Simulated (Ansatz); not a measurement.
Defect migration in bcc W: interstitial B, neutral cell. The step: a concerted move, in which B travels most; the atom moves 1.59 Å along (0.00, 0.00, -0.50) of the unit cell; the moving atom starts with neighbours 2 W at 1.98, 4 W at 2.22 Å and ends with 2 W at 1.98, 4 W at 2.22 Å. DFT values are from Ansatz (plane-wave PAW, 420 eV unless said) in a cell of 36 host sites, spin-restricted, static, with no finite-size correction. Sites that were not tried may lie lower. For the PBE band: the saddle point's order was not checked, and it lies on a symmetry element of the cell, where a band can be held.

| Level | Forward barrier (eV) | Cost of the band or of the saddle's single point |
|---|---|---|
| CHGNet universal potential (has no charge state), its own band | 0.95 | - |
| PBE, a 2×2×3 k-point mesh shifted by half a step, band relaxed | 1.69 | very roughly 70 core-minutes |
| PBE, a 3×3×5 k-point mesh shifted by half a step, same geometries | 1.64 | roughly 8 core-minutes |
| r2SCAN at 500 eV, a 2×2×3 k-point mesh shifted by half a step, same geometries | [?] | very roughly 5 core-minutes |

### Question
Complete the blanks.

### Answer

- r2SCAN at 500 eV, a 2×2×3 k-point mesh shifted by half a step, same geometries, Forward barrier (eV): 1.76

Ansatz is a quantum-chemistry and plane-wave program.
